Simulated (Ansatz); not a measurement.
ScAl3: pressure series

Consider ScAl3 in the Cu3Au type structure (space group Pm-3m, No. 221; a = 4.0321 Å).

Cell and atoms are relaxed at each pressure.

All numbers come from LDA (Ansatz, an electronic-structure program; PAW; 420 eV plane waves; no spin-orbit coupling).

Notes on the quantities. enthalpy: H = E + PV relative to the base's energy.

```tsv
variant	density	enthalpy
base	3.19 g/cm³	–
pressure −2 GPa	3.12 g/cm³	-0.21 eV/atom
pressure −1 GPa	3.16 g/cm³	-0.10 eV/atom
pressure 0.9 GPa	3.22 g/cm³	+0.09 eV/atom
pressure 2.1 GPa	3.26 g/cm³	+0.21 eV/atom
pressure 4.5 GPa	3.33 g/cm³	+0.45 eV/atom
pressure 9 GPa	3.45 g/cm³	+0.88 eV/atom
pressure 15 GPa	3.60 g/cm³	+1.44 eV/atom
pressure 22.5 GPa	?	+2.10 eV/atom
pressure 30 GPa	3.92 g/cm³	+2.74 eV/atom
```

Question: Some entries are withheld; estimate them.

Answer: 
- pressure 22.5 GPa, density: 3.77 g/cm³

Load acts through the strain it causes; cell and atoms are relaxed under it. Stability against distortions was not tested. Competing high-pressure phases were not computed. The final runs are not spin-polarised.
